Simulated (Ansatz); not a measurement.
Cell and atoms of amorphous Zr20O43Sc2:

```xyz
65
Lattice="9.6045 0.3049 0.1513 0.3049 9.0702 0.0455 0.1513 0.0455 9.5795" Properties=species:S:1:pos:R:3 pbc="T T T"
Zr     9.5707     3.5258     1.8537
Zr     7.8560     5.0293     5.3946
Zr     3.0112     2.2934     8.7013
Zr     7.2976     9.0445     7.2862
Zr     1.6225     4.0494     6.5149
Zr     3.0157     0.2439     5.7620
Zr     6.8233     3.0475     8.9655
Zr     6.5999     5.9877     1.8338
Zr     0.6465     7.5007     5.6497
Zr     9.6449     6.7491     2.5867
Zr     8.8328     1.9484     5.2628
Zr     9.4987     1.3422     8.9103
Zr     4.4414     2.0278     2.5647
Zr     3.0488     5.0815     0.7711
Zr     6.9990     0.2326     1.5160
Zr     4.2055     8.1189     9.4992
Zr     4.1906     5.5946     4.3453
Zr     6.4656     8.0673     4.5106
Zr     5.8950     5.9187     7.7630
Zr     1.5168     0.3732     2.3103
O      9.5855     3.8180     5.6094
O      2.4940     7.5852     6.3472
O      1.1139     2.1915     7.7113
O      3.1721     2.4805     6.3437
O      2.8801     1.0664     3.7090
O      2.3397     4.3128     8.5599
O      5.8376     0.6134     3.2364
O      8.7007     6.5623     0.6859
O      9.5090     8.5477     7.8574
O      1.2729     1.7566     0.6520
O      9.2767     6.3500     4.5794
O      8.0500     1.9020     7.2517
O      2.4119     5.0606     4.9853
O      5.8134     7.9684     8.1815
O      4.3922     5.7170     2.2156
O      8.5732     3.0572     0.1919
O      5.4337     0.6569     5.9822
O      6.3484     5.9436     4.0012
O      1.2733     7.7813     3.3988
O      5.0618     2.6882     8.0937
O      4.5783     3.4328     3.9699
O      7.2405     0.7895     9.1307
O      7.1499     3.1509     4.9467
O      9.6662     2.0937     3.2519
O      5.9203     7.7952     1.1079
O      0.9350     0.5266     5.4720
O      9.4040     9.3076     1.3027
O      8.3115     9.0414     5.3536
O      4.4654     7.6874     4.6928
O      7.3494     4.5188     7.3801
O      6.2251     4.9189     0.1246
O      1.2788     4.7896     1.8557
O      4.1872     6.1544     8.8850
O      7.7621     7.6757     2.8548
O      7.1309     6.9837     6.3250
O      0.4979     5.7661     6.9899
O      8.2594     4.8512     2.5978
O      4.9999     4.9854     6.1872
O      3.3917     0.4030     1.2978
O      3.1806     0.3253     8.0534
O      3.5651     3.1385     1.0019
O      6.1453     2.2054     1.3311
O      2.0294     7.1434     0.5387
Sc     5.1861     2.8509     5.9151
Sc     0.6212     6.6601     8.7756
```

Method: PBE, scalar-relativistic without spin-orbit coupling (plane waves to 420 eV, PAW; Ansatz, a quantum-chemistry and plane-wave program).

A CHGNet melt-quench gave the starting glass, which DFT then relaxed. O atoms were pushed apart under 1.9 Å during the dynamics, to hinder bonds among them. The hot cell started wider than the set density and was brought back towards it in steps. It is the lowest in DFT energy of 2 quenches. It is a model cell: composition and starting density were chosen by hand, and all elements were melted together. No dispersion term was used. Its density started from a set value of 5.17 and ended at 5.19 g/cm³. The simulated quench (nominally 300 K/ps over its main leg) is rapid and tends to freeze in more defects than a deposited or slowly cooled glass has. One small periodic cell is one sample of the glass; other quenches scatter about these values. Volume and shape were free in the relaxation.

Cut-offs for bonds: Zr-Zr 3.41 Å, Zr-O 2.60 Å, Zr-Sc 3.41 Å, O-O 1.58 Å, O-Sc 2.60 Å, Sc-Sc 3.41 Å. Two cations that share two anions don't count as bonded, nor two that share one unless they lie closer than Zr-Zr 3.32 Å, Zr-Sc 3.32 Å, Sc-Sc 3.32 Å.

Task: Give the coordination numbers, mean bond lengths and angles.

Result: 
```json
{
  "Mean coordination of Zr by anions": "6.35 (1 with 5, 11 with 6, 8 with 7); 1 close contacts or bonds to cations besides",
  "Mean coordination of O": "3.19 (2 with 2, 31 with 3, 10 with 4)",
  "Mean coordination of Sc by anions": "5.00 (1 with 4, 1 with 6); 1 close contacts or bonds to cations besides",
  "Mean Zr-O bond": "2.157 Å (spread 0.111 Å, 127 counted)",
  "Mean O-Sc bond": "2.110 Å (spread 0.084 Å, 10 counted)",
  "Bond angle at Zr": "mean 102.3°, spread 29.7°",
  "Bond angle at O": "mean 114.2°, spread 17.8°",
  "Bond angle at Sc": "mean 103.8°, spread 32.0°"
}
```

Task: List the pairs of like atoms that count as bonded by the rules above.

Result: There are none by these rules.
